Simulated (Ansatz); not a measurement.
Output of an Ansatz run (abridged):

```
WARN ansatz: RAYON_NUM_THREADS=1 ignored (pool sized by the plan → 1); use --threads N
Pseudopotentials: kind: paw
Pseudopotential: Sr, paw, valence charge 10
Pseudopotential: Zn, paw, valence charge 12
Crystal: 6 atoms, lattice volume = 145.657 Å³
Basis set: ecut = 500 eV, 3669 PW (Γ), exchange–correlation on 180×180×180 points (64 copies of the dense FFT grid, shifted against one another)
Bands: 41, of which v1, the nominal top of the filled ones, is band 34 counted from 1 (33 counted from 0)
Symmetry: 8 space group operations
Space group: Imma (ITA 74), of the structure as read, at distance tolerance 5.3e-5 Å
k-points: 27 of 125
PAW frozen core: Sr, regenerated for the run's functional
PAW frozen core: Zn, regenerated for the run's functional
Initial density: superposition of atomic densities (neutral atoms: chi_scale 0, normalization atom), corrected by the library's trained network
Initial wavefunctions: pseudopotential atomic-orbital guess
Eigensolver: davidson
Functional: x = r2scan, c = r2scan; τ floored in thin density (d = 2e-4 eV/Å³)
SCF iter   1: F=—  HF=-20414.299426 eV  |F-HF|=—  |Δ(HF+E_count)|=         —  Δρ=1.49e-2  dr2=2.26e-1  dr2_τ=1.13e-2  ethr=1.77e-3  ⟨swp⟩=11.4  Hψ=6143  notcnv=0
all-band conjugate gradients solve this SCF's bands
preconditioner: auto → Resta (q_TF=auto, 2.403 Å⁻¹)
SCF iter   2: F=—  HF=-20414.364373 eV  |F-HF|=—  |Δ(HF+E_count)|=   6.49e-2  Δρ=3.40e-3  dr2=1.74e-2  dr2_τ=1.12e-3  ethr=3.32e-4  ⟨swp⟩=2.9  Hψ=2220  notcnv=0  defer=41
SCF iter   3: F=—  HF=-20414.351827 eV  |F-HF|=—  |Δ(HF+E_count)|=   1.25e-2  Δρ=2.50e-3  dr2=1.48e-2  dr2_τ=1.81e-4  ethr=2.55e-5  ⟨swp⟩=2.0  Hψ=1908  notcnv=0  defer=41
SCF iter   4: F=—  HF=-20414.349109 eV  |F-HF|=—  |Δ(HF+E_count)|=   2.72e-3  Δρ=5.07e-4  dr2=8.47e-4  dr2_τ=3.19e-5  ethr=2.17e-5  ⟨swp⟩=2.7  Hψ=1913  notcnv=0  defer=41
SCF iter   5: F=—  HF=-20414.349197 eV  |F-HF|=—  |Δ(HF+E_count)|=   8.72e-5  Δρ=1.79e-4  dr2=7.49e-5  dr2_τ=3.11e-6  ethr=1.25e-6  ⟨swp⟩=2.8  Hψ=2250  notcnv=0  defer=40
SCF iter   6: F=—  HF=-20414.349153 eV  |F-HF|=—  |Δ(HF+E_count)|=   4.34e-5  Δρ=4.66e-5  dr2=3.67e-6  dr2_τ=8.64e-8  ethr=1.10e-7  ⟨swp⟩=2.2  Hψ=1934  notcnv=0  defer=40
SCF iter   7: F=—  HF=-20414.349156 eV  |F-HF|=—  |Δ(HF+E_count)|=   2.44e-6  Δρ=8.85e-6  dr2=1.14e-7  dr2_τ=4.42e-9  ethr=5.40e-9  ⟨swp⟩=2.0  Hψ=1952  notcnv=0  defer=40
SCF iter   8: F=-20414.349156 eV  HF=-20414.349156 eV  |F-HF|=3.67e-9  |Δ(HF+E_count)|=   4.78e-8  Δρ=2.10e-6  dr2=7.26e-9  dr2_τ=1.33e-10  ethr=1.47e-10  ⟨swp⟩=12.3  Hψ=5850  notcnv=0
SCF 1 converged in 8 iterations: F = -20414.349156 eV  dr2 = 7.26e-9
SCF converged after 8 iterations
Free energy (F): -20414.349156 eV
Harris-Foulkes:  -20414.349156 eV  (|F-HF|=3.67e-9)
Internal energy: -20414.339186 eV  (E = F + TS)
E sigma→0 (E₀):  -20414.344171 eV
Entropy (-TS):   -0.009970 eV (-1.662 meV/atom)
Fermi energy:    8.164134 eV
--- Per-component energies (eV) ---
  E_band       = -136.665857
  E_kinetic    = 1010.107947
  E_local      = -8682.206058  (includes V_loc(G=0)·N_el)
  E_nonlocal   = 2853.426615
  E_hartree    = 3456.581667
  E_xc         = -822.504650
  E_vxc        = -570.715324  (∫ρ·V_xc dr)
  E_paw        = -12812.247349  (= ΣΔE_a)
  E_vpaw       = -1692.445209  (= ΣTr[D̂ρ^β])
  E_aug_tail   = -0.000252  (compensation charges beyond the density's cutoff)
  E_vtau       = 31.997667  (kinetic-family band-sum trace: ∫τ·v_τ [+ j·A + Jᵃ·Aᵃ] dr)
  E_ewald      = -5416.474559
  E_core_change = -1.022548  (= ΣΔE_core)
  E_smearing   = -0.009970  (= −TS)
  E_closure    = -0.000000  (closes the sum)
  Σ components = -20414.349156   (vs F -20414.349156, Δ=0.00e0)
--- Forces (eV/Å), atoms counted from 1 ---
  atom   1  Sr     0.00000000     0.00000000    -0.16529485
  atom   2  Sr     0.00000000     0.00000000     0.16529485
  atom   3  Zn     0.00000000    -0.06347533    -0.02585258
  atom   4  Zn     0.00000000     0.06347533    -0.02585258
  atom   5  Zn     0.00000000     0.06347533     0.02585258
  atom   6  Zn     0.00000000    -0.06347533     0.02585258
  max |Σ_I F_I| component: 2.78e-17 eV/Å
--- Stress (GPa, compression-positive) ---
       -1.505343       0.000000       0.000000
        0.000000      -1.012469       0.000000
        0.000000       0.000000      -1.645925
  P = ⅓ Tr σ = -1.3879 GPa (-13.879 kbar)
  The stress holds the Pulay correction. Without it, at fixed plane waves, as pw.x and ABINIT print it: P = -1.4116 GPa
--- Band table (eV; the first three rows and the last of 27) ---
  k-point 0: bands = ["-28.7573", "-28.7284", "-10.2831", "-10.2639", "-10.1712", "-10.1399", "-10.1196", "-10.0835", "0.5001", "0.7042", "0.7287", "0.7455", "0.7605", "0.7703", "0.7753", "0.8088", "0.8591", "0.9049", "0.9214", "0.9581", "0.9727", [...]
  k-point 1: bands = ["-28.7541", "-28.7307", "-10.2810", "-10.2487", "-10.2069", "-10.1342", "-10.1240", "-10.0990", "0.6144", "0.6503", "0.7001", "0.7517", "0.7621", "0.7662", "0.7811", "0.8481", "0.8536", "0.9092", "0.9424", "0.9426", "1.0273", [...]
  k-point 2: bands = ["-28.7461", "-28.7372", "-10.2771", "-10.2587", "-10.2008", "-10.1603", "-10.1246", "-10.1237", "0.6143", "0.6314", "0.7079", "0.7081", "0.7287", "0.7410", "0.7806", "0.8034", "0.8946", "0.9179", "0.9357", "0.9700", "1.0120", [...]
  k-point 26: bands = ["-28.7424", "-28.7421", "-10.3062", "-10.3041", "-10.2282", "-10.1203", "-10.1072", "-10.0528", "0.6069", "0.6869", "0.6871", "0.6942", "0.7695", "0.7733", "0.7753", "0.7891", "0.8687", "0.8951", "0.9279", "0.9921", "1.0222", [...]
```

The structure:

```
CELL_PARAMETERS angstrom
     -2.38950     3.89750     3.91000
      2.38950    -3.89750     3.91000
      2.38950     3.89750    -3.91000
ATOMIC_POSITIONS crystal
  Sr 0.30200 0.05200 0.25000
  Sr 0.69800 0.94800 0.75000
  Zn 0.27400 0.33500 0.93900
  Zn 0.89600 0.33500 0.56100
  Zn 0.72600 0.66500 0.06100
  Zn 0.10400 0.66500 0.43900
```

**Question.** What input produced this log?

**Answer.** Other spellings and defaults could give the same log, and not every line can be read from it. The input that was run (DFT, r2SCAN, plane waves, default PAW files made with PBE):

Ansatz 0.2 input:
```yaml
crystal:
  lattice:
    - [-2.389500, 3.897500, 3.910000]
    - [2.389500, -3.897500, 3.910000]
    - [2.389500, 3.897500, -3.910000]
  atoms:
    - { symbol: Sr, position: [0.302000, 0.052000, 0.250000] }
    - { symbol: Sr, position: [0.698000, 0.948000, 0.750000] }
    - { symbol: Zn, position: [0.274000, 0.335000, 0.939000] }
    - { symbol: Zn, position: [0.896000, 0.335000, 0.561000] }
    - { symbol: Zn, position: [0.726000, 0.665000, 0.061000] }
    - { symbol: Zn, position: [0.104000, 0.665000, 0.439000] }
basis:
  ecutwfc: 500.0
kpoints:
  mp_grid:
    grid: [5, 5, 5]
hamiltonian:
  xc: r2scan
  pseudopotentials:
    kind: paw
scf:
  occupations:
    method: gaussian
    width: 0.1
output:
  forces: true
  eigenvalues: true
  stress: true
```

The starting cell comes from a database of published, mostly measured structures (it also holds non-ambient and calculated ones), without a prior relaxation at this level. Ansatz's pressure includes its estimate of the finite-basis (Pulay) stress.

Ansatz is a program for electronic structure.
